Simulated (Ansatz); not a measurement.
In an H-capped Ge nanowire along [110], 8 atoms a period besides the caps, the lowest empty band has its minimum at Γ and lies 0.081 eV higher 0.0483 Å⁻¹ away along the axis.

Level of theory: PBE (plane waves to 420 eV, PAW; Ansatz, a quantum-chemistry and plane-wave program). Mesh 1×1×8. No spin polarisation. Isolated but for its images some 11 Å away. An idealised model, cut from the bulk lattice. Only distortions within the start's symmetry and period were free. Values not marked SOC lack spin–orbit coupling.

Estimate the electron mass along the axis.

For a parabola ΔE = ħ²Δk²/2m, and ħ²/2mₑ = 3.810 eV Å². So m/mₑ = 3.810 × 0.0483²/0.081 = 0.11. The curvature over a step a third as long gives 0.11; the band is close to a parabola here.
